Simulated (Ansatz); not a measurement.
## (Mo,W) alloys, body-centred cubic start, 16-atom cells

Cells and atoms relaxed. Order is of the mixed sites (0 random, negative unlike neighbours favoured); cells of high symmetry are ordered arrangements. Sheared cells and those that changed their type are left out. Enthalpies are against end members in the body-centred cubic type.

Level of theory: PBE (plane waves to 420 eV, PAW; Ansatz, a program for electronic structure). No spin–orbit coupling; the runs are not spin-polarised; with elements this heavy it can move edges by tenths of an eV.

| site fractions | space group | order in the first shell | volume (Å³/atom) | mixing enthalpy (meV a site of the first mixed sublattice) |
|---|---|---|---|---|
| (1) Mo 0.125, W 0.875 | C2/m | 0.00 | 16.09 | -1 |
| (2) Mo 0.250, W 0.750 | P1 | 0.00 | 16.05 | -2 |
| (3) Mo 0.500, W 0.500 | P1 | 0.00 | 15.97 | -3 |
| (4) Mo 0.500, W 0.500 | P-1 | +0.12 | 15.97 | -2 |
| (5) Mo 0.750, W 0.250 | P1 | 0.00 | 15.89 | -2 |
| (6) Mo 0.875, W 0.125 | C2/m | 0.00 | 15.84 | -1 |
